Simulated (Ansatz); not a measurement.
Band structure of SiSnPt5 (P4/mmm, 7 atoms in the cell).

```xyz
7
Lattice="4.0467 0.0000 0.0000 0.0000 4.0467 0.0000 0.0000 0.0000 7.1558" Properties=species:S:1:pos:R:3 pbc="T T T"
Si     0.0000     0.0000     3.5779
Sn     2.0234     2.0234     0.0000
Pt     0.0000     2.0234     2.1149
Pt     0.0000     2.0234     5.0409
Pt     2.0234     0.0000     2.1149
Pt     2.0234     0.0000     5.0409
Pt     0.0000     0.0000     0.0000
```

Computed with LDA (PW92), PAW files made with PBE (plane waves; Ansatz, a first-principles code).

Settings: basis.ecutwfc = 420 eV; kpoints.mp_grid.grid = 5 5 3; hamiltonian.xc = lda; hamiltonian.pseudopotentials = {kind: paw} (the program's default PAW files); scf.occupations.method = fermi_dirac; scf.occupations.width = 0.05 eV; kpoints.band_path.npoints = 8.

The starting cell comes from a database of computed structures (which also holds hypothetical and non-ambient phases and stackings), without a prior relaxation at this level. Its lattice was rescaled by a random factor within 2.5 % of one. Spin-orbit coupling is off. Spin polarisation is off.

Levels in eV from the Fermi level, bands 51 to 58:
```tsv
point	51	52	53	54	55	56	57	58
Γ	-1.12	-0.66	-0.66	0.01	0.05	1.68	2.88	4.06
X	-2.11	-1.35	-1.33	-0.91	-0.01	0.30	3.25	3.80
M	-1.60	-1.39	-1.25	-0.45	-0.45	0.04	0.88	0.88
Z	-0.38	0.01	0.05	0.88	1.19	1.19	2.41	2.41
R	-1.85	-1.85	-1.48	-0.81	1.28	2.03	2.64	2.87
A	-1.93	-1.39	-0.99	-0.71	0.47	0.47	0.80	0.80
```

Bands cross the Fermi level along this path, so the cell is metallic at this level.

Keys are those of Ansatz 0.2.
